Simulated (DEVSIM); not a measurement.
Structure: n-channel Si planar bulk MOSFET with SiON, at 300 K.

| Property | Result |
|---|---|
| Gate length | 40 nm |
| Source drain length | 32 nm |
| Dielectric thickness | 1.2 nm |
| Lateral straggle | 1.9 nm |
| Underlap | 0 nm |
| Junction depth | 22.9 nm |
| Substrate depth | 137 nm |
| Gate work function | 4.25 eV |
| Source and drain doping | 1.8e20 cm⁻³, Gaussian tails under the gate |
| Body doping | 7.2e17 cm⁻³ |
| Lifetime | 1e-8 s |
| Supply | 0.6 V |
| Halo peak | 5.7e18 cm⁻³ |

All mobilities are scaled by 0.3; velocity saturation, μ/(1 + (μE/vsat)^b)^(1/b) with b = 2 for electrons and 1 for holes and E the electric field along each mesh edge, is on. Mobility is μmin + (μ − μmin)/(1 + (N/Nref)^α).

The device is made up for the run: typed textbook-type constants, with dimensions and the other settings drawn at random. Values at 300 K.

Si: gap (eV) 1.124, affinity (eV) 4.05, permittivity 11.7, Nc (cm⁻³) 2.86e19, Nv (cm⁻³) 3.1e19, μn (cm²/Vs) 1417, μp (cm²/Vs) 470, μn,min 52, μp,min 45, Nref,n 9.7e16, Nref,p 2.2e17, αn 0.68, αp 0.72, vsat,n (cm/s) 1e7, vsat,p (cm/s) 8.4e6. SiON: gap (eV) 7, affinity (eV) 1.4, permittivity 5.5.

Simulated with DEVSIM: 2D drift-diffusion, Boltzmann statistics, complete ionisation; no quantum confinement, tunnelling, impact ionisation, self-heating, contact resistance or fringe fields beside the gate. Metal contacts follow the ideal Schottky-Mott rule: no Fermi-level pinning, no interface dipoles.

Transfer curves, |Id| in μA/μm:

```
Vg (V)  Vd = 0.05 V  Vd = 0.6 V
------  -----------  ----------
-0.18      3.284e-7    9.951e-7
-0.15      8.381e-7    2.535e-6
-0.12      2.143e-6    6.468e-6
-0.09      5.488e-6    1.653e-5
-0.06      1.406e-5    4.232e-5
-0.03      3.608e-5   0.0001084
0          9.259e-5   0.0002780
0.03      0.0002377   0.0007129
0.06      0.0006100    0.001828
0.09       0.001565    0.004685
0.12       0.004010     0.01199
0.15        0.01026     0.03061
0.18        0.02615     0.07781
0.21        0.06632      0.1963
0.24         0.1665      0.4881
0.27         0.4101       1.183
0.3          0.9744       2.736
0.33          2.174       5.897
0.36          4.407       11.58
0.39          7.929       20.57
0.42          12.64       33.30
0.45          18.18       49.84
0.48          24.17       70.04
0.51          30.32       93.66
0.54          36.48       120.4
0.57          42.54       150.0
0.6           48.47       182.2
```

Q: Work out the subthreshold swing at low drain bias from the rows at 0 and 0.03 V, and compare it with the thermal limit.

A: log10(0.0002377/9.259e-5) = 0.409 over 30.0 mV, so S = 73.3 mV/decade. The limit kT/q ln 10 is 59.5 mV/decade; the ratio is 1.23. This is the steepest step of the table.

Q: Find both thresholds at the constant current 0.1 μA × (1 μm/L) a micrometre, and the DIBL.

A: The current is 2.50 μA/μm. Interpolating ln Id gives 0.336 V and 0.297 V; their difference over the 0.55 V of drain bias is 71 mV/V.

Source and drain are degenerate, where Boltzmann statistics are only rough. The electric field that drives the saturation includes the junctions' built-in field, which lowers the mobility there even at small currents: subthreshold currents come out too low, a known weakness of this choice.
